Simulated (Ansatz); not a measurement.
**Carrier properties of SnS2 (P-3m1)**

Here is the system:

```yaml
crystal:
  lattice:
    - [3.62597, 0.00000, 0.00000]
    - [-1.81299, 3.14018, 0.00000]
    - [0.00000, 0.00000, 5.57423]
  atoms:
    - { symbol: Sn, position: [0.00000, 0.00000, 0.00000] }
    - { symbol: S, position: [0.33333, 0.66667, 0.26440] }
    - { symbol: S, position: [0.66667, 0.33333, 0.73560] }
```

All values below come from PBEsol+D3BJ with spin-orbit coupling, rigid bands (plane waves, PAW; Ansatz, an electronic-structure program). Cell: cell and atoms relaxed with PBEsol+d3bj.

```
Property                                                                                                                                                           Value
---------------------------------------------------------------------------------------------------------------------------------------  -------------------------------
band gap                                                                                                                                                         0.95 eV
electron conductivity mass (300 K, dilute)                                                                                               0.34 (x), 0.34 (y), 0.33 (z) mₑ
hole conductivity mass (300 K, dilute)                                                                                                     2.6 (x), 2.6 (y), 0.26 (z) mₑ
effective density of states N_c (300 K)                                                                                                                      3.6e19 cm⁻³
effective density of states N_v (300 K)                                                                                                                      1.3e20 cm⁻³
density-of-states mass, electrons                                                                                                                                1.26 mₑ
density-of-states mass, holes                                                                                                                                     2.9 mₑ
Seebeck coefficient, n-type 1e19 cm⁻³, 300 K                                                                                                                   -322 μV/K
best n-type power factor at 300 K for τ = 10 fs (best axis; densities from 1e16 to 1e21 cm⁻³ tried, whether or not they can be reached)     16.9 μW/(cm·K²) at 1e20 cm⁻³
Seebeck coefficient, p-type 1e19 cm⁻³, 300 K                                                                                                                    401 μV/K
best p-type power factor at 300 K for τ = 10 fs (best axis; densities from 1e16 to 1e21 cm⁻³ tried, whether or not they can be reached)       33 μW/(cm·K²) at 1e20 cm⁻³
```

Rigid bands; masses and Seebeck coefficients take one relaxation time τ for all states and one kind of carrier; polarons and phonon drag are left out. Geometry: cell and atoms relaxed with PBEsol+D3(BJ).

PBEsol with a dispersion correction tends to overbind, so the cell can be several per cent short, in bad cases over ten, which usually narrows a gap: SnS2 (P-3m1).
